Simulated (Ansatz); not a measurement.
CsCl-type TiCo, treated with LDA (Ansatz, an electronic-structure program, PAW).

Settings: plane-wave cutoff 520 eV, 16×16×16 k mesh, Fermi–Dirac smearing 0.1 eV, perturbation theory, force constants from a 4×4×4 q mesh, no spin polarisation, scalar-relativistic PAW data made under PBE.

Computed at the level's own relaxed cell. Harmonic vibrational thermodynamics at fixed volume:

```tsv
T (K)	S_vib (J/K per mol of atoms)	C_V (J/K per mol of atoms)	F_vib (eV/atom)
0	0.00	0.00	0.0326
100	10.40	15.25	0.0288
400	39.37	24.01	-0.0558
500	44.76	24.34	-0.0995
600	49.22	24.52	-0.1483
700	53.01	24.63	-0.2013
800	56.30	24.70	-0.2580
```

The crystal is taken as a harmonic solid at every temperature: melting, phase changes and thermal expansion are not seen, nor the electrons' share in a metal.
